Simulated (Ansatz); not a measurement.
BiTe (Fm-3m, No. 225, 2 atoms in the cell; start mp-567362; a measured phase of this formula has another space group), treated with PBEsol (Ansatz, a program for electronic structure, plane waves, PAW).

Numerical settings: plane-wave cutoff 520 eV, 14×14×14 k mesh, Fermi–Dirac smearing 0.05 eV, scalar-relativistic PAW data made under PBE.

Cell (relaxed at this level):

```xyz
2
Lattice="0.0000 3.1983 3.1983 3.1983 0.0000 3.1983 3.1983 3.1983 0.0000" Properties=species:S:1:pos:R:3 pbc="T T T"
Bi     0.0000     0.0000     0.0000
Te     3.1983     3.1983     3.1983
```

Q: Give the computed bulk modulus.

A: 
* **bulk modulus**: 54.0 GPa

The run finds no gap.

Note: the bulk modulus is −V dP/dV from two relaxed cells at ±2 % in volume; the relaxation could not lower the start's symmetry, so the cell can be a saddle point above a distorted one.

Spin–orbit coupling is not included; it can open a gap where bands touch, and shift volumes and moduli.

Static lattice: no zero-point or thermal effects.

Cost on a shared machine: around 40 core-seconds (rough).

A start named mp-… is a Materials Project structure, which need not be a measured phase.
